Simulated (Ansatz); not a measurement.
Take GaN in the wurtzite structure (space group P6_3mc, No. 186; a = 3.1518 Å, c = 5.1383 Å) as the base. Axes: x lies along a and z along c of the hexagonal cell.

The values are results of LDA, PAW, 420 eV (Ansatz, a quantum-chemistry and plane-wave program; no spin-orbit coupling), not measurements.

It is then changed as follows: uniaxial strain ε_xx = +2.40 %, all other strain components held at zero, atoms relaxed at fixed cell.

Question: Predict the stress tensor and what it implies for the stiffness.

Answer: Stress of the strained cell less that of the base (GPa, compression positive):
```
  -8.36    0.00    0.00
   0.00   -3.10    0.00
   0.00    0.00   -2.26
```

Then −Δσ_ii/ε with ε = 0.0240 gives secant stiffness values (nonlinear terms included at this strain): C11 ≈ 348 GPa, C12 ≈ 129 GPa and C13 ≈ 94 GPa.

As a check, the harmonic strain energy −½ V₀ Δσ:ε is 6.9 meV/atom; the computed energy rise is 7.0 meV/atom.

Whether these cells are dynamically stable was not tested.
